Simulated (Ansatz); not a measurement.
Consider CuSe2 (space group Pnnm, No. 58; a = 4.963 Å, b = 6.114 Å, c = 3.722 Å). Axes: x, y, z lie along a, b, c of the conventional cell.

Method: PBEsol (Ansatz, a quantum-chemistry and plane-wave program, PAW, no spin-orbit coupling).

Before the change:

| Item | Value |
|---|---|
| Shortest interatomic distance | 2.362 Å |
| Pressure | 0.0 GPa |

The change: a pure shear with ε_xy = ε_yx = 0.0064; the atoms relax in the strained cell.

What does the calculation give for the shortest interatomic distance, energy relative to the base and pressure after the change?

The shortest interatomic distance falls by 0.005 Å to 2.357 Å; the energy increases by 0.4 meV/atom; the pressure (mean of the normal stresses, compression positive) remains 0.0 GPa.

Without a gap, meshes like the base's 10×8×13 leave anisotropic stresses uncertain by several tenths of a GPa, and small strain energies with them. No phonon test of stability was made. All final runs are without spin polarisation.
